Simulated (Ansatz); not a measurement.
Here is the system:

```xyz
2
Lattice="0.0000 2.2553 2.2553 2.2553 0.0000 2.2553 2.2553 2.2553 0.0000" Properties=species:S:1:pos:R:3 pbc="T T T"
P      3.3829     3.3829     3.3829
B      0.0000     0.0000     0.0000
```

No spin polarisation.

Calculations: r2SCAN (Ansatz, a first-principles code, PAW, spin-orbit coupling left out), earlier PAW set. k-mesh 12×12×12 (Γ-centred); smearing 0.05 eV (Fermi–Dirac).

Question: Predict the band gap.

Answer: 1.38 eV.

Question: Estimate the electron mass.

Answer: 1.3 mₑ along k, 0.22 mₑ across (off the special points).

Question: What is the computed smallest direct gap?

Answer: 3.62 eV.

Load acts through the strain it causes; cell and atoms are relaxed under it. Effective masses come from finite differences of ±0.01 Å⁻¹. Along k means along the line from Γ to the band edge. Stability against distortions was not tested. The cell was made from BP in the zinc blende structure (space group F-43m, No. 216) by this change: pressure 3 GPa.
